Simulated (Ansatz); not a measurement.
Base system: GaN (space group P-6m2, No. 187; a hypothetical phase, not in the database extracts checked; relaxed with 0.1 eV smearing).

```
CELL_PARAMETERS angstrom
      2.93926     0.00000     0.00000
     -1.46963     2.54548     0.00000
      0.00000     0.00000     2.65754
ATOMIC_POSITIONS crystal
  Ga 0.00000 0.00000 0.00000
  N  0.33333 0.66667 0.50000
```

Cartesian axes are those of the cell as printed.

Calculations: PBEsol (Ansatz, a first-principles code), scalar-relativistic without spin-orbit coupling.

Perturbation: the cell is compressed by 4.90 % along z with no lateral relaxation, atoms relaxed at fixed cell.

Task: Predict the stress tensor and what it implies for the stiffness.

Result: Stress of the strained cell less that of the base (GPa, compression positive):
```
    1.3     0.0     0.0
    0.0     1.3     0.0
    0.0     0.0    39.6
```

Then −Δσ_ii/ε with ε = -0.0490 gives secant stiffness values (nonlinear terms included at this strain): C33 ≈ 808 GPa, C13 ≈ 27 GPa and C23 ≈ 27 GPa.

As a check, the harmonic strain energy −½ V₀ Δσ:ε is 60 meV/atom; the computed energy rise is 56 meV/atom.

Whether these cells are dynamically stable was not tested. The final runs are not spin-polarised.
